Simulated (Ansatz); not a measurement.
We consider TiSi2 (model structure, started from the C54 type, Fddd, No. 70, 6 atoms in the cell), described by PBEsol in Ansatz (plane waves, PAW).

Numerical settings: plane-wave cutoff 520 eV, 16×16×16 k mesh, Fermi–Dirac smearing 0.05 eV, no spin polarisation, scalar-relativistic PAW data made under PBE.

Cell (relaxed at this level):

```cif
data_Si16Ti8
_chemical_formula_sum 'Si16 Ti8'
_space_group_name_H-M_alt 'Fddd :1'
_space_group_IT_number 70
_space_group_name_Hall 'F 2 2 -1d'
_cell_length_a 4.75931
_cell_length_b 8.17656
_cell_length_c 8.50221
_cell_angle_alpha 90.000
_cell_angle_beta 90.000
_cell_angle_gamma 90.000
loop_
_atom_site_label
_atom_site_type_symbol
_atom_site_symmetry_multiplicity
_atom_site_Wyckoff_symbol
_atom_site_fract_x
_atom_site_fract_y
_atom_site_fract_z
_atom_site_occupancy
Si1 Si 16 f 0.00000 0.33628 0.00000 1
Ti1 Ti 8 a 0.00000 0.00000 0.00000 1
```
(The calculation used a cell of 6 atoms; values per cell refer to that cell.)

Q: Estimate the bulk modulus B0 that the calculation returns.

A: 
- bulk modulus B0 = 152 GPa

The run finds no gap.

Note: the bulk modulus is −V dP/dV from two relaxed cells at ±2 % in volume.

It cost roughly 8 core-minutes of CPU time.

A model structure was made by putting elements into a prototype or built by hand; here it ended with the formula and space group of a phase in our tables.

Ansatz is a first-principles code.
